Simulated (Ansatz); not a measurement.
## BaInHO2 (model structure, started from the SrVO2H type, P4/mmm, No. 123, 5 atoms in the cell): bulk modulus by level of theory

No measured value is used here.

```csv
level (code),value (GPa),cell (Å³/atom)
LDA (Ansatz),[?],13.80
PBE (Ansatz),93.0,14.88
PBEsol (Ansatz),104,14.24
r²SCAN (Ansatz),106,14.47
```

Some entries are withheld; supply them.


- LDA (Ansatz, a program for electronic structure), value (GPa): 114

LDA, PBE, PBEsol, r²SCAN: the bulk modulus is −V dP/dV from two relaxed cells at ±2 % in volume. Each level is taken at its own relaxed cell. Cutoffs differ between the levels. Ansatz's density-functional and Hartree–Fock values are scalar-relativistic unless marked +SOC, with PAW data made under PBE.

A model structure was made by putting elements into a prototype or built by hand; it is no filed structure, need not be a known phase, and can be a saddle point held by its symmetry.
